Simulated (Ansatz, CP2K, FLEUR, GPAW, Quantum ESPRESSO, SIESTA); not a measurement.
One structure in several programs: NiS (R3m, 6 atoms in the cell)

Self-consistent single point.

```xyz
6
Lattice="4.7883 2.7645 1.0501 -4.7883 2.7645 1.0501 0.0000 -5.5290 1.0501" Properties=species:S:1:pos:R:3 pbc="T T T"
Ni     1.2581     0.7264     1.5263
Ni    -1.2581     0.7264     1.5263
Ni     0.0000    -1.4527     1.5263
S      3.1805     1.8363     1.0732
S     -3.1805     1.8363     1.0732
S      0.0000    -3.6725     1.0732
```

All programs got the same cell, k-point mesh and kind of occupations (in Ansatz's words: kpoints.mp_grid.grid = 7 7 7; scf.occupations.method = fermi_dirac; scf.occupations.width = 0.136 eV); potentials, basis and cutoffs are each program's usual ones.

```json
[
 {"code": "CP2K", "model": "LDA (Pade form), GPW, DZVP-MOLOPT-SR-GTH basis, GTH-PADE potentials (GTH_POTENTIALS)", "pressure (GPa)": "-11.26", "largest force (eV/Å)": "0.258", "k-points": "172", "cutoff": "grid 600 Ry"},
 {"code": "Quantum ESPRESSO", "model": "LDA (PZ), PSlibrary ultrasoft (LDA) pseudopotentials", "pressure (GPa)": "-10.71", "largest force (eV/Å)": "0.159", "k-points": "44", "cutoff": "50 Ry"},
 {"code": "SIESTA", "model": "LDA PW92, numerical atomic orbitals DZP, PseudoDojo LDA standard norm-conserving potentials (rewritten from UPF to PSML)", "pressure (GPa)": "-15.08", "largest force (eV/Å)": "0.194", "k-points": "172", "cutoff": "grid 400 Ry"},
 {"code": "GPAW", "model": "LDA (Perdew-Wang 92), GPAW PAW datasets LDA (gpaw-data 1.0.1)", "pressure (GPa)": "-9.83", "largest force (eV/Å)": "0.147", "k-points": "44", "cutoff": "850 eV"},
 {"code": "FLEUR", "model": "LDA (Vosko-Wilk-Nusair), all-electron FLAPW (FLEUR), scalar-relativistic valence", "pressure (GPa)": "–", "largest force (eV/Å)": "0.184", "k-points": "44", "cutoff": "Kmax 3.8 1/bohr"},
 {"code": "Ansatz", "model": "LDA (PW92), PAW files made with PBE", "pressure (GPa)": "-10.68", "largest force (eV/Å)": "0.181", "k-points": "44", "cutoff": "default"}
]
```

Size of the force on each atom (eV/Å): Sizes of forces hide their directions.

```csv
code,Ni1,Ni2,Ni3,S4,S5,S6
CP2K,0.258,0.258,0.258,0.152,0.152,0.152
Quantum ESPRESSO,0.132,0.132,0.132,0.159,0.159,0.159
SIESTA,0.194,0.194,0.194,0.157,0.157,0.157
GPAW,0.137,0.137,0.137,0.147,0.147,0.147
FLEUR,0.155,0.155,0.155,0.184,0.184,0.184
Ansatz,0.152,0.152,0.152,0.181,0.181,0.181
```

A dash marks a value that a program does not give, or that is left out as unsure.

The spread over the programs that give each value: pressure within 5.25 GPa; largest force within 0.111 eV/Å.

The starting cell comes from a database of computed structures (which also holds hypothetical and non-ambient phases and stackings), without a prior relaxation at this level. Its lattice was rescaled by a random factor within 2.5 % of one. On Ansatz's run: Spin polarisation is off, so a magnetic state, if there is one, cannot be reached. In the base run, with a pressure of about -11 GPa the cell is away from its equilibrium volume at this level.

Task: Why do the programs differ, and what cannot be compared?

Result: Differences of this kind can come from the potentials, where these differ, and from what each basis and cutoff leave unconverged. The valence holds different numbers of electrons (CP2K 72, Quantum ESPRESSO 48, SIESTA 72, GPAW 66, FLEUR 66, Ansatz (an electronic-structure program) 72). The zero of total energies and Fermi levels follows the potentials and each program's conventions, so they are not compared here. CP2K and SIESTA use small atom-centred bases, whose incompleteness enters pressures, forces and empty levels differently from a plane-wave cutoff. FLEUR treats all electrons, but the usual bases taken here (sphere radii, linearisation, local orbitals, empty states) were not tested for convergence, so the values are no reference for the others. Ansatz's pressure is given at a fixed set of plane waves, as the other plane-wave codes print theirs; with its correction for the finite basis it is -10.61 GPa. The same LDA comes in different parametrisations, which differ slightly. The programs reduce the same mesh by symmetry to different extents, which changes the work and not the result. In the pressure, SIESTA (by 4.40) lies more than 1 GPa from the median of the plane-wave programs. In the force vectors, CP2K (by 0.169) and SIESTA (by 0.172) lie more than 0.08 eV/Å from the median of the plane-wave programs.

Left out of this page: ABINIT (stopped by limits of time or memory).

Keys are those of Ansatz 0.2.
